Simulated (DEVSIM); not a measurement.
System: abrupt Si n-p junction, at 350 K.

Layer 1 from the left is Si, thickness (μm) 7.50, Nd (cm⁻³) 4.7e16, τn (s) 8.2e-7, τp (s) 8.2e-7. Layer 2 from the left is Si, thickness (μm) 1.90, Na (cm⁻³) 2.3e15, τn (s) 8.2e-7, τp (s) 8.2e-7.

Left contact: ohmic. Right contact: ohmic. Voltage is applied to the left contact. Recombination: SRH at mid-gap, radiative, Auger. Mobility is μmin + (μ − μmin)/(1 + (N/Nref)^α).

The device is made up for the run: typed textbook-type constants, with dimensions and the other settings drawn at random. Values at 300 K; Nc and Nv go as T^1.5, mobilities as T to minus their exponent, the gap by Varshni's rule with the affinity fixed.

Si: gap (eV) 1.124, affinity (eV) 4.05, permittivity 11.7, Nc (cm⁻³) 2.86e19, Nv (cm⁻³) 3.1e19, μn (cm²/Vs) 1417, μp (cm²/Vs) 470, μn,min 52, μp,min 45, Nref,n 9.7e16, Nref,p 2.2e17, αn 0.68, αp 0.72, T exponent of μn 2.3, T exponent of μp 2.2, B (cm³/s) 4.7e-15, Cn (cm⁶/s) 2.8e-31, Cp (cm⁶/s) 9.9e-32, Varshni α (eV/K) 0.000473, Varshni β (K) 636.

Task: Estimate by hand the built-in potential, the peak field at zero bias, the capacitance at 1.5 V, and compare with a numerical solution.

Result: 
- Built-in potential: ni = √(Nc Nv) exp(−Eg/2kT) = 3.78e11 cm⁻³ with Eg = 1.111 eV; Vbi = kT/q ln(Na Nd/ni²) = 0.617 V; numerical 0.617 V.
- Peak field at zero bias: depletion approximation: W = √(2εVbi/(qN)) = 0.603 μm with N = 2.19e15 cm⁻³; field = 2Vbi/W = 20500 V/cm; numerical 21100 V/cm (estimate below by 3.1 %).
- Capacitance at 1.5 V: C = √(qεN / 2(Vbi + |V|)) = 9.27 nF/cm²; numerical 9.41 nF/cm² (estimate below by 1.5 %).

Simulated with DEVSIM: 1D drift-diffusion, Boltzmann statistics, complete ionisation; no tunnelling, impact ionisation, image-force lowering or self-heating.
